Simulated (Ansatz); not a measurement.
# Effect of tensor shear ε_xy = +0.33 % on SrTiO3

Consider SrTiO3 in the cubic perovskite structure (space group Pm-3m, No. 221; a = 3.891 Å). Axes: x, y, z lie along the cube axes.

It is then changed as follows: a pure shear with ε_xy = ε_yx = 0.0033, atoms relaxed at fixed cell.

The values are results of Kohn–Sham DFT with the PBEsol functional, run in Ansatz (a quantum-chemistry and plane-wave program) with PAW and 420 eV plane waves, no spin-orbit coupling, not measurements. k-mesh 9×9×9 (Γ-centred); smearing 0.05 eV (Fermi–Dirac).

| quantity | base | changed | shift |
|---|---|---|---|
| volume per atom | 11.78 Å³ | 11.78 Å³ | 0.00 Å³ |
| space group | Pm-3m (No. 221) | Cmmm (No. 65) | – |
| shortest interatomic distance | 1.946 Å | 1.946 Å | 0.000 Å |
| energy relative to the base (free energy F) | 0 meV/atom | +0.2 meV/atom | +0.2 meV/atom |
| pressure (mean of the normal stresses, compression positive) | -0.01 GPa | 0.00 GPa | +0.003 GPa |
| band gap | 1.85 eV | 1.84 eV | -0.016 eV |
| gap character | – | indirect, T → Γ | – |
| stress (xx, yy, zz, yz, xz, xy; compression positive) | – | (0.00, 0.00, 0.00, 0.00, 0.00, -0.75) GPa | – |

Cost of the whole job for the changed cell (relaxation, final SCF and bands): about 30 core-seconds (a rough figure).

The cells carry an imposed strain or load. Whether these cells are dynamically stable was not tested. All final runs are without spin polarisation. Many cubic perovskites are stable only at high temperature; tilts and polar distortions were not tested. k-point labels follow each cell's own Brillouin zone.
